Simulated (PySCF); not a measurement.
PySCF 2.14.0, MP2 (frozen core)/cc-pvdz: C[Si](C)(C)S[SiH2]N, 20 atoms. The geometry is a generated start, not checked to be a minimum at this level.

task: mp2
basis: cc-pvdz
two-electron scheme: exact four-centre integrals
frozen core: true
mf.init_guess: minao (default)
mf.DIIS: CDIIS (default)
mf.diis_space: 8 (default)
mf.conv_tol: 1e-09 (default)
basis functions (reference run): 175

On 4 threads, 1 BLAS thread. Build: conda-forge: OpenMP (GNU), OpenBLAS with its own threads, libcint, Libxc. Single runs; times are not shown.

Values of mol.max_memory tried: 8000 MB, 4000 MB, 2000 MB, 1000 MB, 500 MB, 300 MB, 200 MB.

**Question.** Which of these memory settings still run, and by which path?

**Answer.** It runs down to 200 MB, the lowest tried, with the same result. At 8000 MB: SCF integrals in memory, transformation in memory. From 1000 MB down: direct SCF, transformation through a file.

```csv
mol.max_memory,path,peak memory
8000 MB,"SCF integrals in memory, transformation in memory",1.4 GiB
4000 MB,"SCF integrals in memory, transformation in memory",1.4 GiB
2000 MB,"SCF integrals in memory, transformation in memory",1.4 GiB
1000 MB,"direct SCF, transformation through a file",1.0 GiB
500 MB,"direct SCF, transformation through a file",1.0 GiB
300 MB,"direct SCF, transformation through a file",1.0 GiB
200 MB,"direct SCF, transformation through a file",1.0 GiB
```

Peak memory is the kernel's count for the largest process, libraries included and scratch files not. The peak passes the setting at 1000 MB, 500 MB, 300 MB, 200 MB: it is no hard cap. MP2's transformation through a file may take 2000 MB even at lower settings.
